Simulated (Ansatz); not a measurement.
**ZrSe₂ (model structure, started from the fluorite type, Fm-3m, No. 225, 3 atoms in the cell): properties by level of theory**

| level (code) | lattice parameter a (Å) | formation enthalpy (eV/atom) |
|---|---|---|
| PBE (Ansatz) | 6.597 | -1.024 |
| PBEsol (Ansatz) | 6.507 | -1.045 |
| PBE-D3(BJ) (Ansatz) | 6.520 | -1.044 |

Ansatz's density-functional and Hartree–Fock values are scalar-relativistic unless marked +SOC, with PAW data made under PBE.

Static lattice: no zero-point or thermal effects.

A model structure was made by putting elements into a prototype or built by hand; it is no filed structure, need not be a known phase, and can be a saddle point held by its symmetry.

Ansatz is a quantum-chemistry and plane-wave program.
